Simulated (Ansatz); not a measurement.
Short convergence ladders for SrAg₅ (P6mm, 6 atoms in the cell)

```xyz
6
Lattice="5.7276 0.0000 0.0000 -2.8638 4.9602 0.0000 0.0000 0.0000 4.6187" Properties=species:S:1:pos:R:3 pbc="T T T"
Sr     0.0000     0.0000     0.0500
Ag     2.8638     1.6534     0.0000
Ag     0.0000     3.3068     0.0000
Ag     2.8638     0.0000     2.3094
Ag     1.4319     2.4801     2.3094
Ag    -1.4319     2.4801     2.3094
```

Base method: PBEsol, default PAW files made with PBE (plane waves; Ansatz, a first-principles code).

Base settings: basis.ecutwfc = 420 eV; kpoints.mp_grid.grid = 7 7 7; hamiltonian.xc = pbesol; hamiltonian.pseudopotentials = {kind: paw} (the program's default PAW files); scf.occupations.method = gaussian; scf.occupations.width = 0.1 eV.

The count of work is k-points × plane waves × bands × iterations; it is no time. Core times come from one kind of shared machine, to one figure; runs under 30 s give none.

**The k-point mesh at a smearing width of 0.05 eV**

In this ladder: scf.occupations.width = 0.05 eV.

The second cell is the first with its lattice scaled by 0.98.

Only quantities that move along the ladder and can be compared are tabulated.

```tsv
kpoints.mp_grid.grid	free energy less the last step's (meV/atom)	energy of the compressed cell less the first (meV/atom)	pressure (GPa)	count of work / last	core time / last (rough)
3 3 3	34.31	-6.59	-2.89	0.022	–
4 4 4	18.18	-8.02	-3.05	0.057	–
4 4 5	23.19	-6.92	-2.92	0.051	–
5 5 6	10.50	-9.26	-3.21	0.074	–
6 6 7	3.38	-9.21	-3.19	0.10	–
7 7 8	3.33	-9.42	-3.20	0.15	–
9 9 10	1.09	-9.62	-3.23	0.27	0.3
13 13 14	0.14	-9.65	-3.25	0.62	0.4
16 16 17	0.00	-9.65	-3.24	1.0	1
```

Coarsest kpoints.mp_grid.grid that holds the energy of the compressed cell less the first within 0.2 meV/atom of the last step, with all finer ones: 9 9 10, at 0.27 of the last step's count of work and about 0.3 of the last step's time; the step before is off by 0.23 meV/atom.

Coarsest kpoints.mp_grid.grid that holds the pressure within 0.1 GPa of the last step, with all finer ones: 5 5 6, at 0.074 of the last step's count of work; the step before is off by 0.32 GPa.

Coarsest kpoints.mp_grid.grid that holds the free energy within 0.5 meV/atom of the last step, with all finer ones: 13 13 14, at about 0.4 of the last step's time; the step before is off by 1.1 meV/atom.

The energy difference between the two cells stays within 1 meV/atom of the last step's from 5 5 6 on, the total only from 13 13 14 on: much of the error is common to both cells and cancels.

Two neighbours can agree and both be off: 6 6 7 and 7 7 8 differ by 0.05 meV/atom in the free energy, yet lie about 3.3 meV/atom from the last step.

**The width of Gaussian smearing**

In this ladder: kpoints.mp_grid.grid = 12 12 12.

Narrow widths need finer meshes than wide ones, so the last steps can hold mesh noise.

Only quantities that move along the ladder and can be compared are tabulated; pressure and forces are left out, as mesh noise rules them at narrow widths.

| scf.occupations.width | free energy less the last step's (meV/atom) | energy extrapolated to zero width less the last step's (meV/atom) |
|---|---|---|
| 1 eV | -90.77 | -2.21 |
| 0.5 eV | -23.29 | -0.55 |
| 0.3 eV | -8.40 | -0.07 |
| 0.2 eV | -3.62 | 0.03 |
| 0.1 eV | -0.70 | 0.06 |
| 0.05 eV | 0.00 | 0.00 |

Widest scf.occupations.width that holds the free energy within 5 meV/atom of the last step, with all finer ones: 0.2 eV; the step before is off by 8.4 meV/atom.

Widest scf.occupations.width that holds the energy extrapolated to zero width within 2 meV/atom of the last step, with all finer ones: 0.5 eV; the step before is off by 2.2 meV/atom.

The extrapolation to zero width removes most of the smearing's effect on the energy.

**The mesh under tetrahedron occupations**

In this ladder: scf.occupations.method = tetrahedron; scf.occupations.width = default.

Only quantities that move along the ladder and can be compared are tabulated.

| kpoints.mp_grid.grid | free energy less the last step's (meV/atom) | pressure (GPa) | largest difference of a force vector from the last step's (eV/Å) | count of work / last | core time / last (rough) |
|---|---|---|---|---|---|
| 3 3 3 | 23.45 | -2.86 | 0.005 | 0.023 | – |
| 4 4 4 | 7.56 | -3.20 | 0.010 | 0.040 | – |
| 4 4 5 | 18.65 | -3.08 | 0.001 | 0.040 | – |
| 5 5 6 | 7.32 | -3.32 | 0.003 | 0.067 | – |
| 7 7 7 | 0.25 | -3.25 | 0.002 | 0.12 | – |
| 8 8 9 | 1.59 | -3.27 | 0.000 | 0.16 | – |
| 10 10 11 | -0.46 | -3.26 | 0.001 | 0.31 | 0.3 |
| 13 13 13 | -0.19 | -3.26 | 0.001 | 0.54 | 0.5 |
| 16 16 17 | 0.00 | -3.26 | 0.000 | 1.0 | 1 |

Coarsest kpoints.mp_grid.grid that holds the pressure within 0.05 GPa of the last step, with all finer ones: 7 7 7, at 0.12 of the last step's count of work; the step before is off by 0.07 GPa.

Coarsest kpoints.mp_grid.grid that holds the free energy within 2 meV/atom of the last step, with all finer ones: 7 7 7, at 0.12 of the last step's count of work; the step before is off by 7.3 meV/atom.

On the base run: the starting cell comes from a database of computed structures (which also holds hypothetical and non-ambient phases and stackings), without a prior relaxation at this level. Its lattice was rescaled by up to half a per cent. One atom was moved a little off its site on purpose. In the base run, with a pressure of about -3 GPa the cell is away from its equilibrium volume at this level. Ansatz's pressure includes its estimate of the finite-basis (Pulay) stress.

Left out of this page: 2 runs of the series outside the window shown, repeating another row's setting, or not comparable.

Keys are those of Ansatz 0.2.
